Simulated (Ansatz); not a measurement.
Phonon-limited electron mobility of Ge (Fd-3m) in cm²/(V·s), LDA, finite-displacement electron-phonon coupling, linearised Boltzmann equation in Ansatz (an electronic-structure program). Condition of this run: hydrostatic pressure 10 GPa (the target of the relaxation). Geometry: relaxed with this functional, without spin-orbit coupling.

```json
[
 {"Condition": "150 K", "μ": "5000"},
 {"Condition": "200 K", "μ": "(withheld)"},
 {"Condition": "250 K", "μ": "1700"},
 {"Condition": "300 K", "μ": "(withheld)"},
 {"Condition": "350 K", "μ": "856"},
 {"Condition": "400 K", "μ": "653"},
 {"Condition": "500 K", "μ": "415"},
 {"Condition": "600 K", "μ": "284"}
]
```

Task: Fill in the missing entries.

Result: 
- 200 K, μ: 2700
- 300 K, μ: 1170

Task: What exponent p of μ ∝ T^−p fits 200 to 400 K (along x)?

Result: p ≈ 2.1; acoustic deformation-potential scattering alone gives 1.5.

Scattering by harmonic phonons alone: no impurities, screening or carrier-carrier scattering, bands fixed at 0 K. From a coarser fine mesh the values given move by up to 5 %. The mesh was bound by memory.
